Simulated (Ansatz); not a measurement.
Base system: Ru in the simple cubic structure (space group Pm-3m, No. 221; a = 2.480 Å; a hypothetical phase, not in the database extracts checked).

The change: cell and atoms relaxed at a pressure of 10 GPa.

Levels (all Ansatz, a quantum-chemistry and plane-wave program, PAW): PBEsol (420 eV, no SOC); PBEsol+SOC (420 eV, spin-orbit coupling included).

The geometry is relaxed with PBEsol.

| Quantity | Value |
|---|---|
| PBEsol pressure | 10.0 GPa |

Question: Predict the pressure from PBEsol+SOC.

Answer: The pressure goes up by 0.2 GPa to 10.2 GPa.

Single points use the geometry relaxed with PBEsol. Differences between runs with and without spin-orbit coupling are approximate. Load acts through the strain it causes; cell and atoms are relaxed under it. No phonon test of stability was made. Competing high-pressure phases were not computed. The runs without spin-orbit coupling are not spin-polarised.
